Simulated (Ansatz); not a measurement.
**Do energy and pressure agree? Two volumes of Ni (Fm-3m, 1 atom in the cell)**

```yaml
crystal:
  lattice:
    - [0.00000, 1.75472, 1.75472]
    - [1.75472, 0.00000, 1.75472]
    - [1.75472, 1.75472, 0.00000]
  atoms:
    - { symbol: Ni, position: [0.00000, 0.00000, 0.00000], spin: 1.0 }
```
(The spins are starting values, not results.)

Method: PBE (plane waves, PAW; Ansatz, a first-principles code).

Settings: basis.ecutwfc = 74.2 Ry; kpoints.mp_grid.grid = 16 16 16; hamiltonian.xc = pbe; hamiltonian.pseudopotentials = {kind: paw} (the program's default PAW files); magnetization.spin_polarized = true; scf.occupations.method = gaussian; scf.occupations.width = 0.0073 Ry. This cutoff ends a ladder whose last two steps agree within 1 meV/atom.

The second cell is the first with its lattice scaled by 0.98, at the same fractional positions.

The starting cell has typed, rounded lattice constants, without a prior relaxation at this level. Its lattice was rescaled by up to half a per cent. With one magnetic atom in the cell only a parallel order is possible. Ansatz's pressure includes its estimate of the finite-basis (Pulay) stress.

Net moments: 0.60 and 0.59 μB/atom.

| cell | volume (Å³/atom) | pressure (GPa) | F less the first cell's (meV/atom) |
|---|---|---|---|
| first | 10.8057 | 1.29 | 0.00 |
| second | 10.1703 | 15.76 | ? |

Task: Estimate the energy of the second cell from the pressures, and the bulk modulus between the two volumes.

Result: With P = −dF/dV, the trapezoid gives ΔF ≈ −(P₁ + P₂)/2 · ΔV = −(8.525 GPa) · (-0.6354 Å³) = 33.81 meV/atom (1 eV/Å³ = 160.22 GPa). The modulus at fixed fractional positions is B = −ΔP/Δln V = 239 GPa, a mean over the interval; zero pressure lies outside it, so this is not the modulus at equilibrium. P(V) is curved, so the trapezoid lies high by about |ΔV|³·B·(1 + B′)/(12·V̄²) = 1.45 meV/atom for an assumed B′ = 4, which leaves 32.36 meV/atom. The runs gave 32.15 meV/atom, a miss of 0.21 meV/atom. Cases were kept where this miss is small, so the page shows the method and is no test of it.

Left out of this page: 15 runs of the series outside the window shown, repeating another row's setting, or not comparable.

Keys are those of Ansatz 0.2.
